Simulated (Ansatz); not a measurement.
B on the Si site in silicon (start: the Si site; 64-site cell, 2×2×2 shifted sampling), host crystal and elements as references (Δμ(Si) = 0.00 eV, Δμ(B) = 0.00 eV; B taken from its element, since no compound that bounds it was computed at this level; only phases computed here count, gases as isolated molecules at 0 K). The numbers are results of PBE, PAW (plane waves to 420 eV; Ansatz, a quantum-chemistry and plane-wave program), not measurements. In charge state −1 (not spin-polarised) the formation energy is 0.94 eV with the Fermi level at the valence-band maximum; take the Fermi level 0.20 eV above it, where this charge is the stable one. The crystal has 4.89 × 10^22 Si sites per cm³.

Q: Estimate the equilibrium concentration at 1300 K in the dilute limit, leaving out vibrational entropy and degeneracy.

A: E_f = 0.94 + (−1)(0.2) = 0.74 eV; kT = 0.1120 eV; c = N exp(−E_f / kT) = 4.89 × 10^22 × exp(−6.6) ≈ 7 × 10^19 cm^-3. An error of 0.2 eV in E_f moves this by a factor of 6.
